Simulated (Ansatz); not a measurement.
## Effective masses and thermopower of BeS (F-43m)

Here is the system:

```
BeS
1.0
    0.00000     2.41892     2.41892
    2.41892     0.00000     2.41892
    2.41892     2.41892     0.00000
Be S
1 1
Cartesian
  0.00000   0.00000   0.00000
  3.62838   3.62838   3.62838
```

All values below come from PBEsol, rigid bands (plane waves, PAW, scalar-relativistic; Ansatz, a quantum-chemistry and plane-wave program). Cell: cell and atoms relaxed with PBEsol.

| Property | Value |
|---|---|
| band gap | 2.91 eV |
| electron conductivity mass (300 K, dilute) | 0.37 mₑ |
| hole conductivity mass (300 K, dilute) | 0.66 mₑ |
| effective density of states N_c (300 K) | 2.0e19 cm⁻³ |
| effective density of states N_v (300 K) | 8.7e19 cm⁻³ |
| density-of-states mass, electrons | 0.85 mₑ |
| density-of-states mass, holes | 2.3 mₑ |
| Seebeck coefficient, n-type 1e19 cm⁻³, 300 K | -275 μV/K |
| best n-type power factor at 300 K for τ = 10 fs (best axis; densities from 1e16 to 1e21 cm⁻³ tried, whether or not they can be reached) | 8.5 μW/(cm·K²) at 1e20 cm⁻³ |
| Seebeck coefficient, p-type 1e19 cm⁻³, 300 K | 397 μV/K |
| best p-type power factor at 300 K for τ = 10 fs (best axis; densities from 1e16 to 1e21 cm⁻³ tried, whether or not they can be reached) | 20 μW/(cm·K²) at 3e20 cm⁻³ |

Rigid bands; masses and Seebeck coefficients take one relaxation time τ for all states and one kind of carrier; polarons and phonon drag are left out. Spin-orbit coupling is left out; where it splits the top of the valence band, N_v and the p-type Seebeck coefficient come out somewhat high without it.
